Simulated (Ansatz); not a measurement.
**Effect of biaxial strain −0.52 %, plane normal [001], relaxed out of plane on TiAl**

Base system: TiAl (space group P4/mmm, No. 123; a = 2.8127 Å, c = 4.0619 Å; relaxed with 0.1 eV smearing). Axes: x, y, z lie along a, b, c of the conventional cell.

One thing is altered: biaxial strain −0.52 %, plane normal [001], relaxed out of plane (Cartesian); in-plane vectors clamped, the third vector and the atoms free.

All numbers come from DFT with r2SCAN, PAW potentials and a 500 eV plane-wave cutoff in Ansatz (a first-principles code), scalar-relativistic without spin-orbit coupling, earlier PAW set. k-mesh 20×20×14 (Γ-centred); smearing 0.1 eV (Fermi–Dirac).

```csv
quantity,base,changed,shift
volume per atom,16.07 Å³,15.98 Å³,-0.09 Å³
space group,P4/mmm (No. 123),P4/mmm (No. 123),–
shortest interatomic distance,2.813 Å,2.798 Å,-0.015 Å
band gap,zero,zero,–
out-of-plane strain,–,+0.49 %,–
```

Stability against distortions was not tested. The final runs are not spin-polarised.
